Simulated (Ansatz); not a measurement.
S on the 1x1 (0001) surface of hcp Ti, one in a 2x1 cell, energies for each (15.0 Å²). Energies are against ⅛ S8(g), without zero-point or thermal terms; each row is named by its start.

Method: PBE (plane waves to 420 eV, PAW; Ansatz, a program for electronic structure).

Which site binds most strongly?
A. hollow Ti-Ti-Ti over Ti at depth 2.2 Å
B. hollow Ti-Ti-Ti

B, hollow Ti-Ti-Ti. Adsorption energies: hollow Ti-Ti-Ti -2.93 eV; hollow Ti-Ti-Ti over Ti at depth 2.2 Å -2.87 eV.
